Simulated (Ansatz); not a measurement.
The starting structures come from a database of crystals and need not be the phases stable at ambient conditions.

 Where the default PAW files enter, the runs use the earlier of Ansatz's two default sets.

Consider the following.

```xyz
12
Lattice="4.1396 0.0000 0.0000 0.0000 5.5229 0.0000 0.0000 0.0000 8.7598" Properties=species:S:1:pos:R:3 pbc="T T T"
Sb     3.1047     3.9611     4.9906
Sb     1.0349     1.5618     3.7692
Sb     1.0349     1.1997     8.1491
Sb     3.1047     4.3233     0.6107
O      3.1047     2.2434     3.9105
O      1.0349     3.2796     4.8493
O      1.0349     5.0048     0.4694
O      3.1047     0.5181     8.2904
F      1.0349     0.3217     6.3421
F      3.1047     5.2012     2.4177
F      3.1047     3.0832     6.7976
F      1.0349     2.4397     1.9622
```

Space group of this cell: Pnma. The cell was relaxed by PBE-D3(BJ); by PBEsol its mean pressure is -1.9 GPa.

Transport runs along the normal of the first two printed cell vectors.

The gap is the functional's own. No spin-orbit coupling. Mid-gap values are interpolated on the energy grid.

Question: Estimate the band gap and the smallest decay constant κ at mid-gap that PBEsol (Ansatz, a program for electronic structure) returns for this system.

Answer: Gap 3.19 eV on a 8×6×4 mesh; κ = 0.389 1/Å, at (0.125, 0.000) of the in-plane reciprocal vectors. At the zone centre, at the nearest computed energy, the slowest state has κ = 0.39 1/Å.
